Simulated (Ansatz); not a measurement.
Consider SiC (space group P6_3mc, No. 186).

```
SiC
1.0
    3.05845     0.00000     0.00000
   -1.52923     2.64870     0.00000
    0.00000     0.00000    10.01200
Si C
4 4
Direct
  0.00000   0.00000   0.50031
  0.00000   0.00000   0.00031
  0.33333   0.66667   0.25025
  0.66667   0.33333   0.75025
  0.00000   0.00000   0.31286
  0.00000   0.00000   0.81286
  0.33333   0.66667   0.06221
  0.66667   0.33333   0.56221
```

Cartesian axes are those of the cell as printed.

Method: Kohn–Sham DFT with the LDA functional, run in Ansatz (an electronic-structure program) with PAW and 420 eV plane waves, no SOC.

Base values:

```
Property                              Value
---------------------  --------------------
Band gap                            2.18 eV
Smallest direct gap                 3.31 eV
Valence-band top at Γ  0.00, 0.00, -0.05 eV
```

Perturbation: uniaxial strain ε_zz = +0.75 %, all other strain components held at zero; the atoms relax in the strained cell.

What happens to the band gap, stress, smallest direct gap and valence-band top at Γ?

The band gap drops by 0.05 eV to 2.13 eV; the stress (xx, yy, zz, yz, xz, xy; compression positive) amounts to (-0.44, -0.44, -4.16, 0.00, 0.00, 0.00) GPa; the smallest direct gap decreases by 0.03 eV, from 3.31 eV to 3.28 eV; the valence-band top at Γ (three highest levels, from the VBM) becomes 0.00, 0.00, -0.13 eV (base: 0.00, 0.00, -0.05 eV).

Stability against distortions was not tested.
